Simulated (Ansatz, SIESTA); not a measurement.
# One structure in several programs: NaMgNiO2 (P1, 5 atoms in the cell)

Self-consistent single point, at a second geometry (atoms moved at random). First geometry:

```
NaMgNiO2
1.0
    1.56379     0.90285     7.86718
   -1.56379     0.90285     7.86718
    0.00000    -1.80571     7.86718
Na Mg Ni O
1 1 1 2
Cartesian
  0.00000   0.00000  11.08257
  0.00000   0.00000  21.41516
  0.00000   0.00000   0.79530
  0.00000   0.00000   4.92769
  0.00000   0.00000  17.41116
```
Moments meant for the start (each program seeds them in its own way; μB, in the order of the atoms Na Mg Ni O O): 0.0 0.0 2.0 0.0 0.0.

Second geometry:
```yaml
crystal:
  lattice:
    - [1.56379, 0.90285, 7.86718]
    - [-1.56379, 0.90285, 7.86718]
    - [0.00000, -1.80571, 7.86718]
  atoms:
    - { symbol: Na, position: [0.46645, 0.46609, 0.47597] }
    - { symbol: Mg, position: [0.88992, 0.91127, 0.91116] }
    - { symbol: Ni, position: [0.02163, 0.05869, 0.02122], spin: 2.0 }
    - { symbol: O, position: [0.22068, 0.20543, 0.20685] }
    - { symbol: O, position: [0.75845, 0.71565, 0.74194] }
```
(The spins are starting values, not results.)

Shared settings, as Ansatz (an electronic-structure program) writes them: kpoints.mp_grid.grid = 6 6 6; scf.occupations.method = fermi_dirac; scf.occupations.width = 0.1 eV. Potentials and cutoffs stand in the table.

```json
[
 {"code": "SIESTA", "model": "LDA PW92, numerical atomic orbitals TZP, PseudoDojo LDA standard norm-conserving potentials (rewritten from UPF to PSML)", "ΔF from the first geometry (meV/atom)": "32.0", "pressure (GPa)": "-10.74", "largest force (eV/Å)": "1.610", "size of the net moment (μB/atom)": "0.25", "cutoff": "grid 350 Ry"},
 {"code": "Ansatz", "model": "LDA (PW92), PAW files made with PBE", "ΔF from the first geometry (meV/atom)": "24.4", "pressure (GPa)": "-7.99", "largest force (eV/Å)": "1.303", "size of the net moment (μB/atom)": "0.24", "cutoff": "420 eV"}
]
```

Size of the force on each atom (eV/Å): Sizes of forces hide their directions.

| code | Na1 | Mg2 | Ni3 | O4 | O5 |
|---|---|---|---|---|---|
| SIESTA | 0.417 | 1.610 | 1.114 | 1.317 | 1.124 |
| Ansatz | 0.445 | 1.303 | 1.152 | 1.046 | 1.136 |

On Ansatz's run: with one magnetic atom in the cell only a parallel order is possible.

The spread over the programs that give each value: ΔF from the first geometry within 7.6 meV/atom; pressure within 2.75 GPa; largest force within 0.307 eV/Å; size of the net moment within 0.01 μB/atom.

SIESTA uses small atom-centred bases, whose incompleteness enters pressures, forces and empty levels differently from a plane-wave cutoff. Ansatz's pressure is given at a fixed set of plane waves, as the other plane-wave codes print theirs; with its correction for the finite basis it is -7.66 GPa (the shift of 0.33 GPa shows how far the cutoff is from converged).

The shared mesh is coarse (it stands for a supercell whose shortest vector is 19 Å), so the values are not converged in it.

The starting cell comes from a database of computed structures (which also holds hypothetical and non-ambient phases and stackings), without a prior relaxation at this level. For this run, on top of that: atoms moved at random.

Keys are those of Ansatz 0.2.
